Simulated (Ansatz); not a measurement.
The starting structures come from a database of crystals and need not be the phases stable at ambient conditions.

Input:

```
VYO4
1.0
    7.13470     0.00000     0.00000
    0.00000     7.13470     0.00000
    3.56735    -3.56735     3.14835
Y V O
2 2 8
Direct
  0.00000   0.00000   0.00000
  0.25000   0.25000   0.50000
  0.50000   0.50000   0.00000
  0.75000   0.75000   0.50000
  0.92455   0.76006   0.15090
  0.48994   0.32545   0.65090
  0.92455   0.39084   0.15090
  0.85916   0.32545   0.65090
  0.32545   0.85916   0.34910
  0.76006   0.92455   0.84910
  0.32545   0.48994   0.34910
  0.39084   0.92455   0.84910
```

Space group of this cell: I4_1/amd. The cell is taken as given; by r2SCAN its mean pressure is -1.5 GPa.

Transport runs along the normal of the first two printed cell vectors, the (001) plane of the conventional cell.

The gap is the functional's own, uncorrected, and κ follows it; spin-orbit coupling is left out. Mid-gap values are interpolated between the computed energies.

Problem. State the band gap and the smallest decay constant κ at mid-gap according to r2SCAN run with Ansatz (a quantum-chemistry and plane-wave program).

Solution. Gap 3.27 eV on a 10×10×10 mesh; κ = 0.463 1/Å, at the zone centre.
